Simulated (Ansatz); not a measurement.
A zigzag WSe2 nanoribbon, N = 4, bare edges, relaxed period 3.273 Å, atoms relaxed at each strain.

```csv
strain,energy (meV a period),axial force (nN)
-0.015,+29.7,-2.01
+0.015,+26.8,+1.67
```

The numbers are results of PBE (plane waves to 420 eV, PAW; Ansatz, an electronic-structure program), not measurements. Mesh 1×1×20. Collinear spin, started with opposed moments, and moments remain. It repeats along c; a and b span vacuum. A hypothetical model, cut from the flat sheet. Symmetry and one short period hold its shape; lower forms weren't sought. Values not marked SOC lack spin–orbit coupling. Fermi–Dirac width 0.05 eV. The two edges differ, and the field of the images 11 Å away isn't corrected. Buckling under compression is shut out by symmetry and the short period. Energies are free energies at a Fermi–Dirac width of 0.05 eV, from the unstrained cell.

Q: Work out the axial stiffness dF/dε in two ways.

A: From the forces: (+1.67 − (-2.01))/0.030 = 123 nN. From the energies: (E₊ + E₋)/(ε² c) = 0.0565 eV/(0.015² × 3.273 Å) = 76.7 eV/Å = 123 nN. The two agree to within 1 %.
